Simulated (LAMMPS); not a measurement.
W (bcc) at 1660 K and zero pressure, started from the crystal, with several potentials, in cells of their own sizes.

Interatomic potentials used:
- EAM-type W_zhou.eam.alloy: classical MD, pair style eam/alloy, file W_zhou.eam.alloy (LAMMPS); Zhou et al, Acta Mater, 49, 4005 (2001)
- MEAM WL.meam: classical MD, pair style meam, file WL.meam (LAMMPS); Lee, Baskes, Kim, Cho. Phys. Rev. B, 64, 184102 (2001)
- MEAM library.meam-W: classical MD, pair style meam, file library.meam (library.meam-W) (LAMMPS); Baskes, Phys Rev B, 46, 2727-2742 (1992)
- SNAP W_2940_2017_2.snap: MD with a machine-learned potential, pair style snap, file W_2940_2017_2.snap (LAMMPS); Wood, M. A. and Thompson, A. P. "Quantum-Accurate Molecular Dynamics Potential for Tungsten" arXiv:1702.07042 [physics.comp-ph]

```tsv
potential	state	volume	first peak of g(r)	coordination number	mean phonon frequency	rough cost (ms per atom and simulated ps)
EAM-type W_zhou.eam.alloy	crystal; no diffusion seen in 30 ps	16.2053 ± 0.0003 Å³/atom	2.75 Å, height 4.2	14.0 (counted to 3.86 Å)	4.6 THz	3 to 10
MEAM WL.meam	crystal; no diffusion seen in 30 ps	16.2062 ± 0.0006 Å³/atom	2.75 Å, height 4.0	14.0 (counted to 3.86 Å)	4.2 THz	3 to 10
MEAM library.meam-W	crystal; no diffusion seen in 30 ps	16.401 ± 0.001 Å³/atom	2.74 Å, height 3.7	14.0 (counted to 3.86 Å)	4.5 THz	3 to 10
SNAP W_2940_2017_2.snap	crystal; no diffusion seen in 9.0 ps	16.594 ± 0.003 Å³/atom	2.78 Å, height 4.0	14.0 (counted to 3.90 Å)	4.4 THz	300 to 1000
```

Costs are rough: whole-run CPU time with set-up and analysis, from shared machines, in bands a factor of about three wide.

Caution: the potential MEAM library.meam-W is a first-neighbour MEAM set with a 4 Å cutoff, used here without a parameter file and away from the static properties it was fitted to.

States go by the mean squared displacement: a species diffuses where it passes 1.5 Å², still rises and gives D over 1e-6 cm²/s; a crystal has left its structure where atoms lie 0.35 Å off their sites on average or a cubic box changes its shape by 3 %, or the axial ratios of another lie 8 % off the starting cell's, which the potential's own relaxation can also do.

Uncertainties are statistical and leave out the potential's own error.
